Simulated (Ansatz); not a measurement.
**Pressure series in SrTiO3**

Start from SrTiO3 (space group I4/mcm, No. 140; a = 5.487 Å, c = 7.809 Å).

Cell and atoms are relaxed at each pressure.

All numbers come from Kohn–Sham DFT with the PBEsol functional, run in Ansatz (a first-principles code) with PAW and 420 eV plane waves, no spin-orbit coupling.

```json
[
 {"pressure (GPa)": "-2", "volume per atom (Å³/atom)": "11.889"},
 {"pressure (GPa)": "-1", "volume per atom (Å³/atom)": "11.822"},
 {"pressure (GPa)": "0", "volume per atom (Å³/atom)": "11.756"},
 {"pressure (GPa)": "0.7", "volume per atom (Å³/atom)": "?"},
 {"pressure (GPa)": "1.5", "volume per atom (Å³/atom)": "11.661"},
 {"pressure (GPa)": "3", "volume per atom (Å³/atom)": "11.570"},
 {"pressure (GPa)": "5", "volume per atom (Å³/atom)": "11.454"},
 {"pressure (GPa)": "7.5", "volume per atom (Å³/atom)": "11.317"},
 {"pressure (GPa)": "10", "volume per atom (Å³/atom)": "11.188"}
]
```

Q: Fit the third-order Birch–Murnaghan form P(V) = (3B₀/2)[(V₀/V)^(7/3) − (V₀/V)^(5/3)]·[1 + (3/4)(B₀′ − 4)((V₀/V)^(2/3) − 1)] (squares taken in P) to the rows shown and predict the withheld row.

A: Least squares on the printed values gives V₀ = 11.756 Å³/atom, B₀ = 182 GPa, B₀′ = 4.2; this predicts 11.711 Å³/atom, and the run gives 11.711 Å³/atom, in agreement.

Load acts through the strain it causes; cell and atoms are relaxed under it. Stability against distortions was not tested. Competing high-pressure phases were not computed. The final runs are not spin-polarised. This is not the structure that SrTiO3 has at room temperature and ambient pressure.
